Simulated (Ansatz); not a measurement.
# A computed series for SiC: alloy series

Take SiC in the zinc blende structure (space group F-43m, No. 216; a = 4.357 Å) as the base.

The other end (x = 1) is AlC in the zinc blende structure (space group F-43m, No. 216; a hypothetical phase, not in the database extracts checked): 12.40 Å³/atom, gap zero; this end may not be an ambient phase.

Al replaces a fraction x of Si; each row is one arrangement (x, atoms in the cell, starting space group or random), fully relaxed.

All numbers come from PBEsol in Ansatz (plane waves to 420 eV, PAW, no SOC).

Candidates:
(a) x(Al) = 0.75, 8 atoms, Amm2
(b) x(Al) = 0.25, 8 atoms, R3m
(c) x(Al) = 0.25, 8 atoms, P-4m2
(d) x(Al) = 0.5, 8 atoms, Pmn2_1

Notes on the quantities. deviation of the volume from the linear: Vegard-type) interpolation.

Order them by deviation of the volume from the linear, lowest first.

(a) x(Al) = 0.75, 8 atoms, Amm2 (-2.0 %), (d) x(Al) = 0.5, 8 atoms, Pmn2_1 (-1.1 %), (b) x(Al) = 0.25, 8 atoms, R3m (-0.8 %), (c) x(Al) = 0.25, 8 atoms, P-4m2 (-0.6 %)

These are small ordered cells, not random alloys; other orderings at the same x differ. Whether these cells are dynamically stable was not tested. All final runs are without spin polarisation. An odd electron count without spin: Al3SiC4, AlC and AlSi3C4.

Ansatz is a program for electronic structure.
